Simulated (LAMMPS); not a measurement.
Al (fcc) at 650 K and zero pressure, started from the melt, with several potentials, in cells of their own sizes.

Models:
- EAM-type AlCu.eam.alloy: classical MD, pair style eam/alloy, file AlCu.eam.alloy (LAMMPS); Cai and Ye, Phys Rev B, 54, 8398-8410 (1996)
- EAM-type Al_jnp.eam: classical MD, pair style eam, file Al_jnp.eam (LAMMPS); Jacobsen, Norskov and Puska, Phys Rev B, 35, 7423 (1987)
- MEAM MoCoNiVFeAlCr_2nn.meam: classical MD, pair style meam, file MoCoNiVFeAlCr_2nn.meam (LAMMPS); Wang, J., Kwon, H., Kim, H.S. et al. A neural network model for high entropy alloy design. npj Comput Mater 9, 60 (2023).
- bond-order AlCu.bop.table: classical MD, pair style bop, file AlCu.bop.table (LAMMPS); Zhou, Ward, and Foster, Phys. Chem. Chem. Phys., under consideration

```json
[
 {"potential": "bond-order AlCu.bop.table", "state": "slow or partial motion within 30 ps, no clear phase", "volume": "16.842 ± 0.005 Å³/atom", "first peak of g(r)": "2.76 Å, height 3.1", "coordination number": "11.1 (counted to 3.46 Å)", "self-diffusion coefficient of Al (not corrected for cell size)": "-", "viscosity": "-", "mean phonon frequency": "5.9 THz", "rough cost (ms per atom and simulated ps)": "30 to 100"},
 {"potential": "EAM-type AlCu.eam.alloy", "state": "liquid", "volume": "18.527 ± 0.003 Å³/atom", "first peak of g(r)": "2.79 Å, height 3.0", "coordination number": "13.1 (counted to 3.90 Å)", "self-diffusion coefficient of Al (not corrected for cell size)": "(2.30 ± 0.02) × 10^-5 cm²/s", "viscosity": "2.3 ± 0.4 mPa s", "mean phonon frequency": "4.7 THz", "rough cost (ms per atom and simulated ps)": "1 to 3"},
 {"potential": "EAM-type Al_jnp.eam", "state": "slow or partial motion within 60 ps, no clear phase", "volume": "16.94 ± 0.02 Å³/atom", "first peak of g(r)": "2.81 Å, height 3.8", "coordination number": "12.8 (counted to 3.66 Å)", "self-diffusion coefficient of Al (not corrected for cell size)": "-", "viscosity": "-", "mean phonon frequency": "5.7 THz", "rough cost (ms per atom and simulated ps)": "1 to 3"},
 {"potential": "MEAM MoCoNiVFeAlCr_2nn.meam", "state": "liquid", "volume": "18.143 ± 0.005 Å³/atom", "first peak of g(r)": "2.78 Å, height 3.3", "coordination number": "11.7 (counted to 3.66 Å)", "self-diffusion coefficient of Al (not corrected for cell size)": "(1.56 ± 0.06) × 10^-5 cm²/s", "viscosity": "3.7 ± 0.9 mPa s", "mean phonon frequency": "5.4 THz", "rough cost (ms per atom and simulated ps)": "10 to 30"}
]
```

Costs are rough: whole-run CPU time with set-up and analysis, from shared machines, in bands a factor of about three wide.

Caution (rows bond-order AlCu.bop.table; EAM-type Al_jnp.eam): enthalpy drifts during the constant-pressure average: a transition or slow ageing; fluctuation values are void.

Caution (row EAM-type AlCu.eam.alloy): this liquid lies under the melting point of about 750 K that EAM-type AlCu.eam.alloy gives, so it is undercooled.

Caution (row MEAM MoCoNiVFeAlCr_2nn.meam): this liquid lies under the melting point of about 940 K that MEAM MoCoNiVFeAlCr_2nn.meam gives, so it is undercooled.

States go by the mean squared displacement: a species diffuses where it passes 1.5 Å², still rises and gives D over 1e-6 cm²/s; a crystal has left its structure where atoms lie 0.35 Å off their sites on average or a cubic box changes its shape by 3 %, or the axial ratios of another lie 8 % off the starting cell's, which the potential's own relaxation can also do.

Errors of D are the spread over four groups of atoms in one short run; a floor of about 5 %, a picked value, is safer.

Errors shown are sampling errors alone.
